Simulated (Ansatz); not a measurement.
# Effect of uniaxial strain ε_zz = −0.50 % on Pd

The parent structure is Pd in the fcc (Cu type) structure (space group Fm-3m, No. 225; a = 3.8777 Å; relaxed with 0.1 eV smearing). Axes: x, y, z lie along the cube axes.

Perturbation: the cell is compressed by 0.50 % along z with no lateral relaxation, atoms relaxed at fixed cell.

The values are results of PBEsol (Ansatz, a first-principles code, PAW, spin-orbit coupling left out), not measurements. Settings: 29×29×29 k-points, 0.1 eV Fermi–Dirac smearing.

```csv
quantity,base,changed,shift
volume per atom,14.58 Å³,14.50 Å³,-0.073 Å³
space group,Fm-3m (No. 225),I4/mmm (No. 139),–
shortest interatomic distance,2.742 Å,2.735 Å,-0.007 Å
energy relative to the base (free energy F),0 meV/atom,+0.3 meV/atom,+0.3 meV/atom
"pressure (mean of the normal stresses, compression positive)",0.0 GPa,1.0 GPa,+1.0 GPa
band gap,zero,zero,–
"stress (xx, yy, zz, yz, xz, xy; compression positive)",–,"(0.9, 0.9, 1.3, 0.0, 0.0, 0.0) GPa",–
```

Final structure:

```yaml
crystal:
  lattice:
    - [0.00000, 1.93885, 1.92916]
    - [1.93885, 0.00000, 1.92916]
    - [1.93885, 1.93885, 0.00000]
  atoms:
    - { symbol: Pd, position: [0.00000, 0.00000, 0.00000] }
```

No phonon test of stability was made. The final runs are not spin-polarised.
